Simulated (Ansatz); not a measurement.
# Ge2Sb2Te5 (P-3m1, No. 164, 9 atoms in the cell; start mp-3534)

Level of theory: LDA (plane waves, PAW; Ansatz, an electronic-structure program).

Run with plane-wave cutoff 500 eV, 12×12×4 k mesh (along the axes of the cell as run), Fermi–Dirac smearing 0.05 eV, scalar-relativistic PAW data made under PBE.

Cell (relaxed at this level):

```
CELL_PARAMETERS angstrom
      4.17654     0.00000     0.00000
     -2.08827     3.61699     0.00000
      0.00000     0.00000    16.88534
ATOMIC_POSITIONS crystal
  Ge 0.00000 0.00000 0.33917
  Ge 0.00000 0.00000 0.66083
  Sb 0.33333 0.66667 0.11732
  Sb 0.66667 0.33333 0.88268
  Te 0.00000 0.00000 0.00000
  Te 0.33333 0.66667 0.77953
  Te 0.66667 0.33333 0.22047
  Te 0.33333 0.66667 0.42223
  Te 0.66667 0.33333 0.57777
```

```json
{
 "band_gap": "none"
}
```

Note: the relaxation could not lower the start's symmetry, so the cell can be a saddle point above a distorted one.

Spin–orbit coupling is not included.

It cost roughly 15 core-minutes of CPU time.

A start named mp-… is a Materials Project structure, which need not be a measured phase.
